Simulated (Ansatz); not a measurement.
CsHS, response to strain

Take CsHS (space group I4/m, No. 87; a cell from a computed database, its experimental status unchecked) as the base.

```
CELL_PARAMETERS angstrom
     -4.20091     4.20091     4.64983
      4.20091    -4.20091     4.64983
      4.20091     4.20091    -4.64983
ATOMIC_POSITIONS crystal
  Cs 0.25000 0.75000 0.50000
  Cs 0.75000 0.25000 0.50000
  Cs 0.26991 0.26991 0.00000
  Cs 0.73009 0.73009 0.00000
  H  0.08872 0.23852 0.32723
  H  0.91128 0.76148 0.67277
  H  0.23852 0.91128 0.14980
  H  0.76148 0.08872 0.85020
  S  0.23641 0.74880 0.98521
  S  0.76359 0.25120 0.01479
  S  0.74880 0.76359 0.51240
  S  0.25120 0.23641 0.48760
```

Cartesian axes are those of the cell as printed.

Strains are applied to the cell and any free atomic positions relax; under biaxial strain the out-of-plane vector relaxes too.

Computed with PBE in Ansatz (plane waves to 420 eV, PAW, no SOC).

Notes on the quantities. energy relative to the base: free energy F.

```tsv
variant	volume per atom	largest internal atomic displacement	band gap	energy relative to the base
base	27.35 Å³	–	3.44 eV	0 meV/atom
biaxial strain −4.98 %, plane normal [001], relaxed out of plane	25.24 Å³	–	3.58 eV	+13 meV/atom
biaxial strain −1.03 %, plane normal [001], relaxed out of plane	26.90 Å³	–	3.54 eV	+0.5 meV/atom
isotropic strain −2.03 %	25.72 Å³	0.053 Å	3.46 eV	+4.3 meV/atom
isotropic strain +0.77 %	27.99 Å³	(withheld)	3.36 eV	+0.5 meV/atom
uniaxial strain ε_yy = −4.43 %	26.14 Å³	0.065 Å	3.46 eV	+5.0 meV/atom
uniaxial strain ε_yy = +1.08 %	27.65 Å³	(withheld)	3.39 eV	+0.3 meV/atom
tensor shear ε_xz = −3.06 %	27.33 Å³	0.049 Å	3.44 eV	+1.7 meV/atom
tensor shear ε_xy = −1.48 %	27.35 Å³	0.014 Å	3.44 eV	+0.3 meV/atom
```

Problem. Some entries are withheld; estimate them.

Solution. 
- isotropic strain +0.77 %, largest internal atomic displacement: 0.025 Å
- uniaxial strain ε_yy = +1.08 %, largest internal atomic displacement: 0.016 Å

Whether these cells are dynamically stable was not tested.

Ansatz is a first-principles code.
